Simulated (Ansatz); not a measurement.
Data:

```
Pt
1.0
    0.00000     1.90500     1.90500
    1.90500     0.00000     1.90500
    1.90500     1.90500     0.00000
Pt
1
Direct
  0.00000   0.00000   0.00000
```

Computed with PBEsol, DFPT electron-phonon coupling, linearised Boltzmann equation (plane waves, PAW, scalar-relativistic; Ansatz, a program for electronic structure). Condition of this run: hydrostatic pressure 30 GPa (the target of the relaxation). Cell: relaxed with this functional, without spin-orbit coupling, then loaded as said.

Task: What phonon-limited resistivity does this give at 300 K?

Result: 4.9 μΩ·cm.

Task: How long is the mean free path there?

Result: 8.7 nm, weighted by the current that each state carries. Wires not much wider than this gain resistivity from their walls.

A metal at this level (no band gap). Only scattering by harmonic phonons is included (no impurities, grain boundaries, electron-electron scattering or thermal expansion). Spin-orbit coupling is left out, which matters with elements this heavy. Halving the electron mesh (36x36x36) moves the resistivity by up to 4 % at 300 K, the mean free path by up to 5 %. Smearing 0.20 eV; phonons on a 6x6x6 q mesh, which this run doesn't test.
